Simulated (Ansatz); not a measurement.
Start from HgS in the zinc blende structure (space group F-43m, No. 216; a = 5.876 Å).

It is then changed as follows: full substitution Hg → Zn; the structure is relaxed again.

Levels (all Ansatz, a program for electronic structure, PAW, earlier PAW set): PBEsol (420 eV, without spin-orbit coupling); HSE06 (420 eV, no spin-orbit coupling); PBEsol+SOC (420 eV, noncollinear with spin-orbit coupling); HSE06+SOC (420 eV, noncollinear with spin-orbit coupling).

One geometry, relaxed with PBEsol, under each level:

Notes on the quantities. hole mass: degenerate bands, along [100].

The valence-band top lists the three highest levels at Γ (Kramers pairs under SOC), from the VBM.

| level | band gap | lowest conduction level above the VBM at special points | valence-band top at Γ | electron mass | hole mass | pressure |
|---|---|---|---|---|---|---|
| PBEsol | 2.08 eV | Γ 2.08 eV; X 3.17 eV; L 3.23 eV | 0.00, 0.00, 0.00 eV | 0.17 mₑ (at Γ) | – | -0.01 GPa |
| HSE06 | … | … | – | – | – | – |
| PBEsol+SOC | 2.06 eV | Γ 2.06 eV; X 3.15 eV; L 3.21 eV; U 3.93 eV | 0.00, 0.00, -0.06 eV | 0.17 mₑ (at Γ) | 0.23, 0.70 mₑ (at Γ) | -0.02 GPa |
| HSE06+SOC | … | … | … | – | – | – |

Problem. Give the withheld HSE06 and HSE06+SOC results.

Solution. 
- HSE06, band gap: 3.46 eV
- HSE06, lowest conduction level above the VBM at special points: Γ 3.46 eV; X 4.32 eV; L 4.61 eV
- HSE06+SOC, band gap: 3.43 eV
- HSE06+SOC, lowest conduction level above the VBM at special points: Γ 3.43 eV; X 4.30 eV; L 4.58 eV
- HSE06+SOC, valence-band top at Γ: 0.00, 0.00, -0.08 eV

Single points use the geometry relaxed with PBEsol. The spin-orbit shifts are approximate. Masses are band curvatures over ±0.01 Å⁻¹ around the edge. Stability against distortions was not tested. The runs without spin-orbit coupling are not spin-polarised. The zero or small gap of HgS can change with the level of theory.
